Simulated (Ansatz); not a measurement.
A working Ansatz (an electronic-structure program) input for HoRe2 (P6_3/mmc, 12 atoms in the cell) (DFT, LDA (PW92), plane waves, default PAW files made with PBE):

Ansatz 0.2 input:
```yaml
# HoRe2
crystal:
  lattice:
    - [5.416214, 0.000000, 0.000000]
    - [-2.708107, 4.690579, 0.000000]
    - [0.000000, 0.000000, 8.808787]
  atoms:
    - { symbol: Ho, position_ang: [-0.000003, 3.127054, 3.853668], spin: 4.0 }
    - { symbol: Ho, position_ang: [2.708110, 1.563525, 4.955119], spin: 4.0 }
    - { symbol: Ho, position_ang: [2.708110, 1.563525, 8.258062], spin: 4.0 }
    - { symbol: Ho, position_ang: [-0.000003, 3.127054, 0.550725], spin: 4.0 }
    - { symbol: Re, position_ang: [0.000000, 0.000000, 4.404394] }
    - { symbol: Re, position_ang: [0.000000, 0.000000, 0.000000] }
    - { symbol: Re, position_ang: [4.027686, 0.801667, 2.202197] }
    - { symbol: Re, position_ang: [-1.319579, 3.888912, 6.606590] }
    - { symbol: Re, position_ang: [1.319579, 3.888912, 6.606590] }
    - { symbol: Re, position_ang: [1.388528, 0.801667, 2.202197] }
    - { symbol: Re, position_ang: [2.708107, 3.087245, 2.202197] }
    - { symbol: Re, position_ang: [-0.000000, 1.603334, 6.606590] }
basis:
  ecutwfc: 420.0
kpoints:
  mp_grid: { grid: [5, 5, 3] }
hamiltonian:
  xc: lda
  pseudopotentials: { kind: paw }
magnetization:
  spin_polarized: true
scf:
  occupations: { method: fermi_dirac, width: 0.1 }
output:
  forces: true
  eigenvalues: true
  stress: true
```

The run converged in 17 iterations: free energy E − TS (on the zero of these files) -129260.4767 eV; Fermi level (on the code's own zero) 19.05 eV; pressure -12.77 GPa; largest force (vector length) 0.027 eV/Å; size of the cell's spin moment 14.42 μB. Each of these slips is then made, one at a time:

(1)
```diff
-  occupations: { method: fermi_dirac, width: 0.1 }
+  occupations: { method: fixed }
```

(2)
```diff
+  convergence: { dr2_threshold: 1.0e-02 eV }
```

**Question.** What happens in each case?

**Answer.** 
(1) Fixed occupations in a spin-polarised run with a free moment. The program stopped before any SCF iteration.
```
Error: inconsistent input (scf.occupations.method, magnetization): a σ = 0 step fill (method: fixed, or a smearing width below the step floor) with no hard lock on the total moment puts the same N_el/2 bands in each spin channel, which gives a total moment of zero, but the starting moments sum to +16.0000 μB; make the starting moments (crystal.atom [...]
```

(2) A convergence threshold that is too loose. The run converged in 9 iterations, and against the sound input the free energy is nearly the same (within 1 meV/atom), the pressure hardly changes (-12.77 to -12.68 GPa), the largest force stays at 0.027 eV/Å and the size of the net moment stays at 1.20 μB/atom.

The starting cell comes from a database of computed structures (which also holds hypothetical and non-ambient phases and stackings), without a prior relaxation at this level. Its lattice was rescaled by a random factor within 2.5 % of one. The magnetic order is the one reached from the typed start; others were not searched systematically. With U or open f shells several self-consistent states can exist. The f electrons are in the valence without U or exact exchange, which can misplace them near the Fermi level. Spin-orbit terms, which matter for f shells, are left out. In the base run, with a pressure of about -13 GPa the cell is away from its equilibrium volume at this level. Ansatz's pressure includes its estimate of the finite-basis (Pulay) stress.

Left out of this page: 2 runs of the series with a known weakness of the program; 1 run of the series stopped by limits of time or memory.
